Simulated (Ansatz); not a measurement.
Take BaTiO3 (space group P4mm, No. 99; a = 3.9555 Å, c = 4.0461 Å) as the base. Axes: x, y, z lie along a, b, c of the conventional cell.

The values are results of PBEsol (Ansatz, a first-principles code, PAW, no spin-orbit coupling), earlier PAW set, not measurements.

One thing is altered: the cell is compressed by 2.96 % along y with no lateral relaxation; the atoms relax in the strained cell.

Problem. Predict the stress tensor and what it implies for the stiffness.

Solution. Stress of the strained cell less that of the base (GPa, compression positive):
```
   3.68    0.00    0.00
   0.00   10.38    0.00
   0.00    0.00    3.15
```

Then −Δσ_ii/ε with ε = -0.0296 gives secant stiffness values (nonlinear terms included at this strain): C22 ≈ 351 GPa, C12 ≈ 124 GPa and C23 ≈ 107 GPa.

As a check, the harmonic strain energy −½ V₀ Δσ:ε is 12 meV/atom; the computed energy rise is 12 meV/atom.

Whether these cells are dynamically stable was not tested. All final runs are without spin polarisation.
